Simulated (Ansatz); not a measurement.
**CaZrS₃ (model structure, started from the cubic perovskite type, Pm-3m, No. 221, 5 atoms in the cell): band gap by level of theory**

No measured value is used here.

```json
[
 {"level (code)": "LDA (Ansatz)", "value (eV)": "0.23"},
 {"level (code)": "PBE+SOC (Ansatz)", "value (eV)": "0.33 (indirect)"},
 {"level (code)": "PBEsol+SOC (Ansatz)", "value (eV)": "0.24 (indirect)"},
 {"level (code)": "HSE06+SOC (Ansatz)", "value (eV)": "?"},
 {"level (code)": "PBE0 (Ansatz)", "value (eV)": "1.73"}
]
```

**Question.** Fill in the missing entries.

**Answer.** 
- HSE06+SOC (Ansatz, a first-principles code), value (eV): 1.02 (indirect)

Computed values are for a static lattice. Spin–orbit coupling is included only where a level's name says +SOC; with heavier elements it mostly lowers gaps and can invert bands.  Values are at the PBEsol cell. Cutoffs and k meshes differ between the levels. Ansatz's density-functional and Hartree–Fock values are scalar-relativistic unless marked +SOC, with PAW data made under PBE.

A model structure was made by putting elements into a prototype or built by hand; it is no filed structure, need not be a known phase, and can be a saddle point held by its symmetry.
